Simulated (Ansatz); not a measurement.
Abridged Ansatz (a program for electronic structure) output:

```
Pseudopotential: Al, paw, valence charge 3
Pseudopotential: Ni, paw, valence charge 18
Crystal: 2 atoms, lattice volume = 23.470 Å³
Basis set: ecut = 500 eV, 619 PW (Γ), exchange–correlation on 96×96×96 points (64 copies of the dense FFT grid, shifted against one another)
Bands: 15, of which v1, the nominal top of the filled ones, is band 11 counted from 1 (10 counted from 0)
Symmetry: 48 space group operations
k-points: 165 of 4096
Functional: x = r2scan, c = r2scan; τ floored in thin density (d = 2e-4 eV/Å³)
SCF iter   1: F=—  HF=-6387.004836 eV  |F-HF|=—  |Δ(HF+E_count)|=         —  Δρ=2.62e-2  dr2=1.24e-1  dr2_τ=5.92e-2  ethr=1.77e-3  ⟨swp⟩=5.2  Hψ=11666  notcnv=0
SCF iter   2: F=—  HF=-6387.067822 eV  |F-HF|=—  |Δ(HF+E_count)|=   6.30e-2  Δρ=1.86e-2  dr2=3.97e-2  dr2_τ=7.43e-4  ethr=5.89e-4  ⟨swp⟩=3.3  Hψ=6227  notcnv=0  defer=36
SCF 1 converged in 10 iterations: F = -6387.057307 eV  dr2 = 2.43e-12
SCF converged after 10 iterations
Free energy (F): -6387.057307 eV
Internal energy: -6387.051058 eV  (E = F + TS)
E sigma→0 (E₀):  -6387.054183 eV
Entropy (-TS):   -0.006249 eV (-3.125 meV/atom)
Fermi energy:    14.165184 eV
--- Forces (eV/Å), atoms counted from 1 ---
  atom   1  Al    -0.00000000     0.00000000     0.00000000
  atom   2  Ni     0.00000000     0.00000000    -0.00000000
--- Stress (GPa, compression-positive) ---
        0.001604       0.000000       0.000000
        0.000000       0.001604       0.000000
        0.000000       0.000000       0.001604
  P = ⅓ Tr σ = 0.0016 GPa (0.016 kbar)
```

What was computed, and what are the main results?

AlNi, 2 atoms in the cell, with r2SCAN (Ansatz, PAW, without spin-orbit coupling). The last SCF converged to F = -6387.057307 eV, or -3193.5287 eV per atom, at a pressure of 0.00 GPa. The total energy compares only with runs of the same code, potentials and settings.

Whether these cells are dynamically stable was not tested. The final runs are not spin-polarised. The cell was made from AlNi in the CsCl type structure (space group Pm-3m, No. 221; non-magnetic) by this change: non-magnetic.
